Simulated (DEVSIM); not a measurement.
System: In0.49Ga0.51P/GaAs n-p heterojunction, at 300 K.

```
layer (left to right)       material  thickness (μm)  Nd (cm⁻³)  Na (cm⁻³)   τn (s)   τp (s)
---------------------  -------------  --------------  ---------  ---------  -------  -------
1                      In0.49Ga0.51P           0.110     3.1e16          -  8.6e-10  8.6e-10
2                               GaAs           0.770          -     8.4e16  8.6e-10  8.6e-10
```

Left contact: ohmic. Right contact: ohmic. Voltage is applied to the left contact. Recombination: SRH at mid-gap. Mobility is μmin + (μ − μmin)/(1 + (N/Nref)^α).

Constants are typed, rounded textbook-type inputs, not results; the design itself was drawn at random and stands for no fabricated device. Values at 300 K.

```
parameter      In0.49Ga0.51P    GaAs
-------------  -------------  ------
gap (eV)                1.89   1.424
affinity (eV)              4    4.07
permittivity            11.8    12.9
Nc (cm⁻³)               9e17  4.7e17
Nv (cm⁻³)             1.3e19    9e18
μn (cm²/Vs)             1500    8500
μp (cm²/Vs)               80     400
μn,min                   400     500
μp,min                    15      20
Nref,n                  2e16    6e16
Nref,p                1.5e17  1.5e17
αn                       0.7    0.39
αp                       0.8    0.38
```

Simulated with DEVSIM: 1D drift-diffusion, Boltzmann statistics, complete ionisation; no tunnelling, impact ionisation, image-force lowering or self-heating. Band offsets follow the typed affinities; no thermionic-emission limit at abrupt steps, no polarisation charge.

The thickness of layer 1 was swept, all else fixed.

```json
[
 {"thickness of layer 1 (μm)": "0.022", "largest field in the device at zero bias (V/cm)": "160000"},
 {"thickness of layer 1 (μm)": "0.038", "largest field in the device at zero bias (V/cm)": "140000"},
 {"thickness of layer 1 (μm)": "0.066", "largest field in the device at zero bias (V/cm)": "120000"},
 {"thickness of layer 1 (μm)": "0.11", "largest field in the device at zero bias (V/cm)": "100000"},
 {"thickness of layer 1 (μm)": "0.19", "largest field in the device at zero bias (V/cm)": "94000"},
 {"thickness of layer 1 (μm)": "0.33", "largest field in the device at zero bias (V/cm)": "94000"},
 {"thickness of layer 1 (μm)": "0.55", "largest field in the device at zero bias (V/cm)": "94000"}
]
```

From the first row to the last the largest field in the device at zero bias goes from 160000 to 94000.
